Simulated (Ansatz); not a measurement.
## What strain tensor (xx, yy, zz, yz, xz, xy) = (−2.10, +0.34, +0.00, −0.13, −0.94, +0.17) % does to EuO

The reference is EuO in the rock salt structure (space group Fm-3m, No. 225; a = 4.965 Å; ferromagnetic; relaxed with 0.1 eV smearing). Axes: x, y, z lie along the cube axes.

The change: strain tensor (xx, yy, zz, yz, xz, xy) = (−2.10, +0.34, +0.00, −0.13, −0.94, +0.17) %, atoms relaxed at fixed cell.

The values are results of PBEsol in Ansatz (plane waves to 420 eV, PAW, spin-orbit coupling left out), not measurements. Γ-centred 20×20×20 mesh, Fermi–Dirac width 0.1 eV.

Space group: P-1 (No. 2) (base Fm-3m (No. 225))
Shortest interatomic distance: 2.431 Å (base 2.483 Å)
Energy relative to the base (free energy F): +6.5 meV/atom
Pressure (mean of the normal stresses, compression positive): 2.3 GPa (base 0.0 GPa)
Band gap: zero (base zero)
Magnetic state: ferromagnetic (base ferromagnetic)
Largest site moment: 6.46 μB (base 6.50 μB)
Stress (xx, yy, zz, yz, xz, xy; compression positive): (5.6, 0.2, 0.9, 0.1, 1.1, -0.2) GPa

Final structure:

```yaml
crystal:
  lattice:
    - [-0.01924, 2.48795, 2.47951]
    - [2.40714, 0.00099, 2.45927]
    - [2.43457, 2.49515, -0.02644]
  atoms:
    - { symbol: O, position: [0.00000, 0.00000, 0.00000] }
    - { symbol: Eu, position: [0.50000, 0.50000, 0.50000] }
```

Cost of the whole job for the changed cell (relaxation, final SCF and bands): about 7 core-minutes (a rough figure).

Other magnetic orders, which the real material may have, were not ruled out. The state of the 4f shell was not checked for lower solutions. No phonon test of stability was made. No Hubbard U is applied, and correlation can decide whether such a compound is a metal.

Ansatz is a quantum-chemistry and plane-wave program.
